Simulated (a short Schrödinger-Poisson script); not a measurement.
MOS inversion layer, SiO2 on p-type GaN

Stack: MOS inversion layer, SiO2 on p-type GaN, at 300 K.

| layer | material | thickness (nm) | Na (cm⁻³) |
|---|---|---|---|
| 1 | SiO2 | 1.8 | - |
| 2 | GaN | 1500 | 1.7e17 |

Constants are typed, rounded textbook-type inputs, not results; the design itself was drawn at random and stands for no fabricated device. SiO2: permittivity 3.9, conduction-band edge (eV) 3.2, gap (eV) 9, electron mass (mₑ) 0.5. GaN: permittivity 9.5, conduction-band edge (eV) 0, gap (eV) 3.43, Nv at 300 K (cm⁻³) 4.6e19.

Channel valleys (confinement mass, in-plane density-of-states mass, number): Γ 0.2, 0.2, 1. At the gate the conduction-band edge of layer 1 lies 3.65 eV − eVg above the Fermi level of the channel; the field vanishes at the back. Gaps are held at their typed values at every temperature. Mesh 0.03 nm at interfaces.

From a short Schrödinger-Poisson script (our own, NumPy): 1D Poisson equation in equilibrium, electrons quantum, Hartree (BenDaniel-Duke, 12 states a valley, the channel's in-plane mass for all, wave functions free to enter the dielectric), parabolic valleys, classical holes, full ionisation, no traps, pinning or gate leakage.

```tsv
Vg (V)	electrons (cm⁻²)	C (μF/cm²)	Γ E0 (meV)	Γ E1 (meV)
0.45	3.28e6	0.0593	346.5	470.9
0.55	1.32e8	0.0591	251.1	376.8
0.65	5.17e9	0.0866	156.2	283.2
0.75	1.24e11	0.517	73.3	202.2
0.85	6.11e11	1.01	29.1	161.4
0.95	1.30e12	1.19	5.2	141.7
1.05	2.06e12	1.26	-11.8	128.9
1.15	2.86e12	1.31	-25.9	119.1
1.25	3.69e12	1.34	-38.5	110.6
1.35	4.53e12	1.36	-50.3	103.0
```

Gate voltages with under 1e6 electrons/cm² are left out.

Subbands count from the Fermi level.

In real p-type GaN the Mg acceptor is only partly ionised, and so wide a gap doesn't supply an inversion layer without source and drain.
